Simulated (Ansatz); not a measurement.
System: GaAl3As4 (model structure, P-4m2, No. 115, 8 atoms in the cell). Method: PBEsol (PAW; Ansatz, a program for electronic structure).

Numerical settings: plane-wave cutoff 520 eV, 8×8×4 k mesh (along the axes of the cell as run), Fermi–Dirac smearing 0.01 eV, scalar-relativistic PAW data made under PBE.

Cell (relaxed at this level):

```yaml
crystal:
  lattice:
    - [4.01150, 0.00000, 0.00000]
    - [0.00000, 4.01150, 0.00000]
    - [0.00000, 0.00000, 11.33522]
  atoms:
    - { symbol: Ga, position: [0.00000, 0.00000, 0.00000] }
    - { symbol: As, position: [0.50000, 0.00000, 0.12489] }
    - { symbol: Al, position: [0.50000, 0.50000, 0.24965] }
    - { symbol: As, position: [0.00000, 0.50000, 0.37480] }
    - { symbol: Al, position: [0.00000, 0.00000, 0.50000] }
    - { symbol: As, position: [0.50000, 0.00000, 0.62520] }
    - { symbol: Al, position: [0.50000, 0.50000, 0.75035] }
    - { symbol: As, position: [0.00000, 0.50000, 0.87511] }
```

Estimate the band gap and bulk modulus B0 that the calculation returns.


* **band gap**: 1.34 eV (on the SCF k mesh)
* **bulk modulus B0**: 71.6 GPa

Note: the bulk modulus is −V dP/dV from two relaxed cells at ±2 % in volume; the relaxation could raise the start's symmetry but not lower it, so the cell can be a saddle point.

Spin–orbit coupling is not included.

Static lattice: no zero-point or thermal effects.

Cost on a shared machine: about 3 core-minutes (a rough figure).

A model structure was made by putting elements into a prototype or built by hand; it is no filed structure, need not be a known phase, and can be a saddle point held by its symmetry.
